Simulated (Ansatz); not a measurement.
# CuI: response to strain

Start from CuI in the zinc blende structure (space group F-43m, No. 216; a = 6.079 Å).

Strains are applied to the cell and any free atomic positions relax.

Level of theory: PBE, PAW, 420 eV (Ansatz, an electronic-structure program; without spin-orbit coupling).

Candidates:
(a) isotropic strain −2.00 %
(b) isotropic strain +3.00 %
(c) isotropic strain −0.50 %
(d) isotropic strain +0.50 %
(e) isotropic strain +1.00 %

For the base:

- Band gap = 1.10 eV

Problem. Order them by band gap, highest first.

Solution. (a) isotropic strain −2.00 % (1.27 eV), (c) isotropic strain −0.50 % (1.14 eV), (d) isotropic strain +0.50 % (1.06 eV), (e) isotropic strain +1.00 % (1.03 eV), (b) isotropic strain +3.00 % (0.89 eV)

With I present, leaving out spin-orbit coupling can change the band edges. No phonon test of stability was made. The final runs are not spin-polarised.
